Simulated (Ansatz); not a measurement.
**BN: axis ratio against pressure**

BN (layered hexagonal, P6_3/mmc, 8.679 Å³/atom at rest, c along z) under hydrostatic pressure, with the cell free. PBEsol-D3(BJ) in Ansatz, a plane-wave DFT program (PAW, default set), 420 eV, 15×15×5 Γ-centred mesh, Fermi-Dirac smearing 0.05 eV; ions are relaxed within the symmetry of each cell.

Here P stands for pressure and y for c/a.

```csv
pressure (GPa),c/a
-1.0,2.659
0.0,2.564
0.3,2.543
0.7,2.519
1.5,2.475
3.0,?
```

Taking a straight line for y over the 5 complete rows: Means: P 0.30000, y 2.5520. About the means, the sum of products is -0.24830 and the sum of squares of P is 3.3800; the slope is their ratio. Least squares gives y = 2.5740 - 0.07346·P. Residuals (row less fit): 0.0115, -0.0100, -0.0090, -0.0036, 0.0112; standard error 0.0123 (degrees of freedom: 3).

Q: What does the fit predict for y at P = 3.0, and how far is the calculated value from it?

A: y = 2.5740 - 0.07346 × 3.0 = 2.3536. The calculation gives 2.413, 0.0594 above the prediction (24.1 % of the range of y in the table). The row lies outside the fitted rows, so this is an extrapolation. From the scatter of the fitted rows alone, a prediction at this place has a standard error of 0.0225, so the miss is 2.6 times that.

One order more, fitted to all 6 runs of the series, follows each within 0.005, so the miss is the next term of a smooth law. Other structures, which can take over under pressure, weren't tried. Rows are the converged runs of the series near zero and its far end; series whose fitted rows scatter by over a few per cent of the range, as at a crossing or softening among them, aren't shown in this form. Most that stay on the fit to the last digits aren't either.
